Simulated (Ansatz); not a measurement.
Consider SiC in the zinc blende structure (space group F-43m, No. 216; a = 4.3798 Å).

(Cell as relaxed with PBE.)

Levels (all Ansatz, a first-principles code, PAW): PBE (420 eV, without spin-orbit coupling); r2SCAN (500 eV, no spin-orbit coupling).

Each level relaxes its own structure.

```csv
base,PBE,r2SCAN
volume per atom,10.50 Å³,10.33 Å³
lattice parameter a,4.380 Å,4.356 Å
band gap,1.37 eV,1.71 eV
```

Perturbation: cell and atoms relaxed at a pressure of 30 GPa.

```csv
quantity,PBE,r2SCAN
band gap,1.26 eV,1.63 eV
gap character,"indirect, Γ → X","indirect, Γ → X"
electron mass,"0.65 mₑ along k, 0.22 mₑ across (at X)","0.61 mₑ along k, 0.22 mₑ across (at X)"
```

PBE's band gap lies 0.37 eV below r2SCAN's; the two agree on the gap character. Neither level is exact; r2SCAN is the comparison here, not a measurement.

Load acts through the strain it causes; cell and atoms are relaxed under it. Effective masses come from finite differences of ±0.01 Å⁻¹. Along k means along the line from Γ to the band edge. Stability against distortions was not tested. Competing high-pressure phases were not computed.
